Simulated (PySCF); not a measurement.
PySCF 2.14.0, PBE/def2-svp, df: Mo(O)(NMe)(Cl)2 (C[N]=[Mo](=[O])([Cl])[Cl]), 9 atoms. The geometry is a generated start, not checked to be a minimum at this level.

```yaml
task: energy
method: pbe
basis: def2-svp
two_electron_scheme: density fitting
mol.max_memory: 3000 MB
mf.max_cycle: 100
mf.conv_tol: 1e-09 (default)
mf.grids.level: 3 (default)
effective_core_potentials: those of the basis set, past Kr
basis_functions: 124
grid_points: 131728
```

```xyz
9

Mo     0.2726     0.8309     1.1978
O      1.8753     0.8657     1.5613
N     -0.1602    -0.1165    -0.1910
C     -0.1847    -0.9407    -1.3297
H      0.3441    -1.8804    -1.1301
H     -1.2161    -1.1707    -1.6188
H      0.3100    -0.4385    -2.1682
Cl    -0.4146     2.8588     0.7960
Cl    -0.8265    -0.0087     2.8827
```

Charge 0 and multiplicity 1 are set for this test and not shown to be the ground state.

With the defaults (mf.DIIS = CDIIS, mf.diis_space = 8, mf.diis = true, mf.damp = 0, mf.diis_start_cycle = 1, mf.diis_damp = 0, mf.level_shift = 0, mf.init_guess = minao) it converges in 17 Fock builds. One run each on 2 threads, 1 BLAS thread, with these changes:
- mf.diis_space = 3
- mf.DIIS = EDIIS
- mf.level_shift = 0.3 Hartree
- mf.diis_space = 20
- mf.diis = false
- mf.diis_space = 12
- mf.diis = false, mf.damp = 0.7, mf.diis_start_cycle = 999
- mf.init_guess = 1e
- mf.diis_damp = 0.3

Name the settings that don't reach the solution of the defaults.

No convergence: mf.DIIS = EDIIS; mf.diis_space = 3; mf.diis = false; mf.diis = false, mf.damp = 0.7, mf.diis_start_cycle = 999 (the run ends without SCF convergence in 100 cycles). The rest reach the solution of the defaults.

```json
[
 {"setting": "mf.diis_damp = 0.3", "Fock builds": "14", "end": "same solution"},
 {"setting": "the defaults", "Fock builds": "17", "end": "same solution"},
 {"setting": "mf.diis_space = 12", "Fock builds": "17", "end": "same solution"},
 {"setting": "mf.diis_space = 20", "Fock builds": "17", "end": "same solution"},
 {"setting": "mf.level_shift = 0.3 Hartree", "Fock builds": "20", "end": "same solution"},
 {"setting": "mf.init_guess = 1e", "Fock builds": "23", "end": "same solution"},
 {"setting": "mf.DIIS = EDIIS", "Fock builds": "101", "end": "no convergence"},
 {"setting": "mf.diis_space = 3", "Fock builds": "101", "end": "no convergence"},
 {"setting": "mf.diis = false", "Fock builds": "101", "end": "no convergence"},
 {"setting": "mf.diis = false, mf.damp = 0.7, mf.diis_start_cycle = 999", "Fock builds": "101", "end": "no convergence"}
]
```
